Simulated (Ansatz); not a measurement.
What biaxial strain +1.50 %, plane normal [001], relaxed out of plane does to Pd

Consider Pd in the fcc (Cu type) structure (space group Fm-3m, No. 225; a = 3.9104 Å; relaxed with 0.1 eV smearing). Axes: x, y, z lie along the cube axes.

One thing is altered: tensile biaxial strain of 1.50 % in the plane normal to [001], as in epitaxy on a mismatched substrate; the out-of-plane cell vector and the atoms relax.

Computed with r2SCAN/PAW in Ansatz (a program for electronic structure), no spin-orbit coupling. Settings: 29×29×29 k-points, 0.1 eV Fermi–Dirac smearing.

* **Volume per atom**: 15.04 Å³ (base 14.95 Å³)
* **Space group**: I4/mmm (No. 139) (base Fm-3m (No. 225))
* **Energy relative to the base (free energy F)**: +2.3 meV/atom
* **Band gap**: zero (base zero)
* **Out-of-plane strain**: -2.33 %
* **Ratio −ε⊥/ε∥**: 1.56

Cost of the whole job for the changed cell (relaxation, final SCF and bands): about 2.8 core-minutes (a rough figure).

Stability against distortions was not tested. All final runs are without spin polarisation. Pd has a high density of states at the Fermi level and may be magnetic at this level.
